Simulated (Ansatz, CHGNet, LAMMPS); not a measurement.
Lattice parameter c of L1₀ (CuAu-type) FePt: levels of theory against measurement

Reference value: 3.726 Å (measured, room temperature, no zero-point or thermal correction, 0.1 GPa; as tabulated in Sawada et al. (2023), arXiv:2212.12065).

**Question.** What do Lennard-Jones jacobson2022, CHGNet-r²SCAN, PBE, PBE-D3(BJ), PBE0 give, and how far is each from the reference?

**Answer.** 
```csv
level (code),value (Å),difference (%)
Lennard-Jones jacobson2022 (LAMMPS),3.601,-3.35
CHGNet-r²SCAN,3.642,-2.25
PBE (Ansatz),3.765,+1.05
PBE-D3(BJ) (Ansatz),3.724,-0.05
PBE0 (Ansatz),3.736,+0.27
```

Leaving aside Lennard-Jones jacobson2022 (doubt noted below): The reference is not for a static lattice or low temperature, so close values are not ranked against it.

The measured value isn't corrected to a static lattice, so vibrations enter the comparison. Spin-polarised runs: PBE (parallel moments), PBE-D3(BJ) (parallel moments), PBE0 (parallel moments). Density-functional levels without +SOC have no spin–orbit coupling. Lennard-Jones jacobson2022: the pair parameters belong to the elements and are mixed by rule. Lennard-Jones jacobson2022: pair potentials favour close packing, so symmetry can be all that holds this lattice. Cutoffs and k meshes differ between the levels. Ansatz's density-functional and Hartree–Fock values are scalar-relativistic unless marked +SOC, with PAW data made under PBE.

Empirical potentials (Lennard-Jones jacobson2022) are fitted to chosen data: where that held the value shown, agreement is built in, and what lay outside the fit can be far off. Machine-learned potentials (CHGNet-r²SCAN) are trained on DFT data: a solid inside that data is no test of them.

Differences are worked out from the printed values.

Ansatz is a program for electronic structure.
